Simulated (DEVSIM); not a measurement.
Structure: abrupt Si p-n junction, at 300 K.

Layer 1 from the left is Si, thickness (μm) 8.40, Na (cm⁻³) 2.2e16, τn (s) 0.00013, τp (s) 0.00013. Layer 2 from the left is Si, thickness (μm) 0.440, Nd (cm⁻³) 4.9e16, τn (s) 0.00013, τp (s) 0.00013.

Left contact: ohmic. Right contact: ohmic. Voltage is applied to the left contact. Recombination: SRH at mid-gap, Auger. Mobility is μmin + (μ − μmin)/(1 + (N/Nref)^α).

This is a model device: material constants are rounded textbook-type values typed into the input, and sizes, dopings and lifetimes were drawn at random. Values at 300 K.

Si: gap (eV) 1.124, affinity (eV) 4.05, permittivity 11.7, Nc (cm⁻³) 2.86e19, Nv (cm⁻³) 3.1e19, μn (cm²/Vs) 1417, μp (cm²/Vs) 470, μn,min 52, μp,min 45, Nref,n 9.7e16, Nref,p 2.2e17, αn 0.68, αp 0.72, Cn (cm⁶/s) 2.8e-31, Cp (cm⁶/s) 9.9e-32.

Task: Estimate by hand the built-in potential, the peak field at zero bias, the capacitance at -0.6 V, and compare with a numerical solution.

Result: 
- Built-in potential: ni = √(Nc Nv) exp(−Eg/2kT) = 1.08e10 cm⁻³ with Eg = 1.124 eV; Vbi = kT/q ln(Na Nd/ni²) = 0.772 V; numerical 0.772 V.
- Peak field at zero bias: depletion approximation: W = √(2εVbi/(qN)) = 0.256 μm with N = 1.52e16 cm⁻³; field = 2Vbi/W = 60200 V/cm; numerical 58200 V/cm (estimate above by 3.5 %).
- Capacitance at -0.6 V: C = √(qεN / 2(Vbi + |V|)) = 30.3 nF/cm²; numerical 30.9 nF/cm² (estimate below by 1.9 %).

Simulated with DEVSIM: 1D drift-diffusion, Boltzmann statistics, complete ionisation; no tunnelling, impact ionisation, image-force lowering or self-heating.
